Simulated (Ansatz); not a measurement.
# Convergence study of shifted k-point meshes for MgSc (P4mm, 2 atoms in the cell)

```
CELL_PARAMETERS angstrom
      3.61443     0.00000     0.00000
      0.00000     3.61443     0.00000
      0.00000     0.00000     3.61443
ATOMIC_POSITIONS crystal
  Mg 0.00000 0.00000 0.01383
  Sc 0.50000 0.50000 0.50000
```

Method of the run: PBEsol, default PAW files made with PBE (plane waves; Ansatz, a program for electronic structure).

Base settings: basis.ecutwfc = 420 eV; kpoints.mp_grid.grid = 9 9 9; hamiltonian.xc = pbesol; hamiltonian.pseudopotentials = {kind: paw} (the program's default PAW files); scf.occupations.method = gaussian; scf.occupations.width = 0.1 eV.

In this ladder: kpoints.mp_grid.shift = 0.5 0.5 0.5.

Only quantities that move along the ladder and can be compared are tabulated.

The count of work is k-points × plane waves × bands × iterations; it is no time. Core times come from one kind of shared machine, to one figure; runs under 30 s give none.

The starting cell comes from a database of computed structures (which also holds hypothetical and non-ambient phases and stackings), without a prior relaxation at this level. Its lattice was rescaled by up to half a per cent. One atom was moved a little off its site on purpose. Ansatz's pressure includes its estimate of the finite-basis (Pulay) stress.

Steps (kpoints.mp_grid.grid): 2 2 2; 3 3 3; 4 4 4; 5 5 5; 6 6 6; 7 7 7; 8 8 8; 9 9 9; 10 10 10; 11 11 11; 12 12 12; 13 13 13; 15 15 15; 16 16 16; 18 18 18; 20 20 20; 22 22 22; 24 24 24; 27 27 27; 30 30 30.

Task: What is the coarsest kpoints.mp_grid.grid that holds the free energy within 0.5 meV/atom of the last step, with all finer ones?

Result: 11 11 11, at 0.070 of the last step's count of work; the step before is off by 0.70 meV/atom.

Task: What is the coarsest kpoints.mp_grid.grid that holds the pressure within 0.2 GPa of the last step, with all finer ones?

Result: 3 3 3, at 0.0033 of the last step's count of work; the step before is off by 1.3 GPa.

Task: What is the coarsest kpoints.mp_grid.grid that holds the forces within 0.005 eV/Å of the last step, with all finer ones?

Result: 6 6 6, at 0.010 of the last step's count of work; the step before is off by 0.006 eV/Å.

```csv
kpoints.mp_grid.grid,free energy less the last step's (meV/atom),pressure (GPa),largest difference of a force vector from the last step's (eV/Å),count of work / last,core time / last (rough)
2 2 2,597.95,-0.76,0.016,0.00065,–
3 3 3,39.51,-1.99,0.015,0.0033,–
4 4 4,-43.01,-1.90,0.006,0.0033,–
5 5 5,0.14,-1.89,0.006,0.010,–
6 6 6,-2.54,-2.06,0.000,0.010,–
7 7 7,-2.76,-2.02,0.001,0.022,–
8 8 8,-1.55,-2.12,0.000,0.022,–
9 9 9,-0.06,-2.03,0.000,0.042,–
10 10 10,0.70,-2.04,0.001,0.042,–
11 11 11,-0.15,-2.01,0.000,0.070,–
12 12 12,0.21,-2.03,0.000,0.070,–
13 13 13,-0.11,-2.02,0.000,0.11,–
15 15 15,-0.15,-2.03,0.000,0.16,–
16 16 16,0.07,-2.03,0.000,0.16,–
18 18 18,0.03,-2.02,0.000,0.23,–
20 20 20,-0.02,-2.02,0.000,0.31,–
22 22 22,-0.02,-2.03,0.000,0.40,0.3
24 24 24,-0.02,-2.03,0.000,0.52,0.4
27 27 27,0.00,-2.03,0.000,0.82,0.7
30 30 30,0.00,-2.03,0.000,1.0,1
```

Two neighbours can agree and both be off: 6 6 6 and 7 7 7 differ by 0.22 meV/atom in the free energy, yet lie about 2.8 meV/atom from the last step.

Keys are those of Ansatz 0.2.
